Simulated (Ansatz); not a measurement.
Ca2Si (Fm-3m, No. 225, 3 atoms in the cell; start mp-1009733), treated with r²SCAN (Ansatz, a quantum-chemistry and plane-wave program, plane waves, PAW).

Run with plane-wave cutoff 560 eV, 8×8×8 k mesh, Fermi–Dirac smearing 0.01 eV, scalar-relativistic PAW data made under PBE.

Cell (relaxed with PBEsol):

```
CELL_PARAMETERS angstrom
      0.00000     3.54600     3.54600
      3.54600     0.00000     3.54600
      3.54600     3.54600     0.00000
ATOMIC_POSITIONS crystal
  Ca 0.75000 0.75000 0.75000
  Ca 0.25000 0.25000 0.25000
  Si 0.00000 0.00000 0.00000
```

Q: Predict the band gap and Γ–Γ gap.

A: 
* **band gap**: 0.74 eV (direct)
* **Γ–Γ gap**: 2.64 eV

Note: cell and atoms aren't relaxed at this level (pressure 1.2 GPa).

The computed numbers hold no vibrational or temperature effects.

A start named mp-… is a Materials Project structure, which need not be a measured phase.
